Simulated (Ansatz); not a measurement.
CsCl-type LiH (model structure) was calculated with r²SCAN in Ansatz (plane waves, PAW).

Run with plane-wave cutoff 500 eV, 12×12×12 k mesh, gaussian smearing 0.02 eV, scalar-relativistic PAW data made under PBE.

Cell (relaxed at this level):

```
CELL_PARAMETERS angstrom
      2.50152     0.00000     0.00000
      0.00000     2.50152     0.00000
      0.00000     0.00000     2.50152
ATOMIC_POSITIONS crystal
  Li 0.00000 0.00000 0.00000
  H  0.50000 0.50000 0.50000
```

Question: Give the computed band gap.

Answer: 
band gap: 1.12 eV (on the SCF k mesh)

Note: the relaxation could raise the start's symmetry but not lower it, so the cell can be a saddle point.

Static lattice: no zero-point or thermal effects.

It cost about 13 core-seconds (a rough figure) of CPU time.

A model structure was made by putting elements into a prototype or built by hand; it is no filed structure, need not be a known phase, and can be a saddle point held by its symmetry.

Ansatz is a first-principles code.
